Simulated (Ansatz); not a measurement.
An Ansatz (an electronic-structure program) run: hypothetical simple cubic Cr; plane-wave PAW DFT at the PBEsol level (Ansatz, 420 eV), spin-orbit coupling left out.

Input:

Ansatz 0.2 input:
```yaml
crystal:
  lattice:
    - [2.3085748864, 0, 0]
    - [0, 2.3085748864, 0]
    - [0, 0, 2.3085748864]
  atoms:
    - { symbol: Cr, position: [0, 0, 0] }
basis: { ecutwfc: 420, ecutrho_ratio: 4, xc_grid: 2, fft_grid_basis: typed }
kpoints: { mp_grid: { grid: [20, 20, 20] } }
hamiltonian:
  xc: pbesol
  dispersion: none
  pseudopotentials: { kind: paw }
scf: { occupations: { method: fermi_dirac, width: 0.05 }, convergence: { dr2_threshold: 0.0000000001 } }
output: { forces: true, stress: true }
```

Output (explanatory and most iteration lines left out):

```
Pseudopotential: Cr, paw, valence charge 14
Crystal: 1 atoms, lattice volume = 12.304 Å³
Basis set: ecut = 420 eV, 251 PW (Γ), exchange–correlation on 32×32×32 points (8 copies of the dense FFT grid, shifted against one another)
Bands: 11, of which v1, the nominal top of the filled ones, is band 7 counted from 1 (6 counted from 0)
Symmetry: 48 space group operations
Space group: Pm-3m (ITA 221), of the structure as read, at distance tolerance 2.3e-5 Å
k-points: 286 of 8000
Functional: x = pbesol(κ = 0.804, μ = 0.12345679012345678), c = pbesol(β = 0.046)
SCF iter   1: F=—  HF=-3348.135823 eV  |F-HF|=—  |Δ(HF+E_count)|=         —  Δρ=1.68e-2  dr2=2.50e-2  ethr=1.77e-3  ⟨swp⟩=3.7  Hψ=15415  notcnv=0
SCF iter   2: F=—  HF=-3348.129109 eV  |F-HF|=—  |Δ(HF+E_count)|=   6.71e-3  Δρ=3.05e-3  dr2=5.25e-4  ethr=1.79e-4  ⟨swp⟩=2.9  Hψ=7650  notcnv=0
SCF 1 converged in 7 iterations: F = -3348.128979 eV  dr2 = 1.49e-12
SCF converged after 7 iterations
Free energy (F): -3348.128979 eV
Internal energy: -3348.117013 eV  (E = F + TS)
E sigma→0 (E₀):  -3348.122996 eV
Entropy (-TS):   -0.011966 eV (-11.966 meV/atom)
Fermi energy:    17.962196 eV
--- Forces (eV/Å), atoms counted from 1 ---
  atom   1  Cr    -0.00000000    -0.00000000     0.00000000
--- Stress (GPa, compression-positive) ---
        0.003984       0.000000       0.000000
        0.000000       0.003984       0.000000
        0.000000       0.000000       0.003984
  P = ⅓ Tr σ = 0.0040 GPa (0.040 kbar)
```

Stability against distortions was not tested. Seeded moments were not kept for the base. All final runs are without spin polarisation. The cell is Cr in the simple cubic structure (space group Pm-3m, No. 221; non-magnetic; a hypothetical phase, not in the database extracts checked).
